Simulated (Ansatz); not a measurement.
Consider RbCl in the rock salt structure (space group Fm-3m, No. 225; a = 6.6978 Å).

Structures relaxed with Kohn–Sham DFT with the PBE functional, run in Ansatz (an electronic-structure program) with PAW and 420 eV plane waves, scalar-relativistic without spin-orbit coupling.

Base:

Simulated powder pattern, Cu Kα1, λ = 1.54056 Å (kinematic, ideal powder, no thermal factors, no anomalous dispersion; the 14 strongest lines at most, above 2 %, up to 2θ = 90°):

| 2θ (°) | I/Imax (%) | hkl |
|---|---|---|
| 22.98 | 30 | (111) |
| 26.60 | 100 | (200) |
| 37.97 | 74 | (220) |
| 44.84 | 17 | (311) |
| 46.95 | 26 | (222) |
| 54.78 | 12 | (400) |
| 60.17 | 7.3 | (331) |
| 61.90 | 33 | (420) |
| 68.58 | 24 | (422) |
| 73.39 | 5.5 | (511) |
| 81.17 | 7.6 | (440) |
| 85.75 | 5.6 | (531) |
| 87.26 | 16 | (442) |

Modification: a hydrostatic pressure of 75 GPa.

After the change:

Simulated powder pattern, Cu Kα1, λ = 1.54056 Å (kinematic, ideal powder, no thermal factors, no anomalous dispersion; the 14 strongest lines at most, above 2 %, up to 2θ = 90°):

```json
[
 {"2θ (°)": "29.88", "d (Å)": "2.987", "I/Imax (%)": "33", "hkl": "(111)"},
 {"2θ (°)": "34.64", "d (Å)": "2.587", "I/Imax (%)": "100", "hkl": "(200)"},
 {"2θ (°)": "49.80", "d (Å)": "1.829", "I/Imax (%)": "67", "hkl": "(220)"},
 {"2θ (°)": "59.17", "d (Å)": "1.560", "I/Imax (%)": "16", "hkl": "(311)"},
 {"2θ (°)": "62.09", "d (Å)": "1.494", "I/Imax (%)": "22", "hkl": "(222)"},
 {"2θ (°)": "73.09", "d (Å)": "1.294", "I/Imax (%)": "10", "hkl": "(400)"},
 {"2θ (°)": "80.92", "d (Å)": "1.187", "I/Imax (%)": "6.6", "hkl": "(331)"},
 {"2θ (°)": "83.48", "d (Å)": "1.157", "I/Imax (%)": "29", "hkl": "(420)"}
]
```

The indices refer to the base's conventional cell; one index is shown for lines that coincide.

Load acts through the strain it causes; cell and atoms are relaxed under it. No phonon test of stability was made. No other phases were tried under pressure.
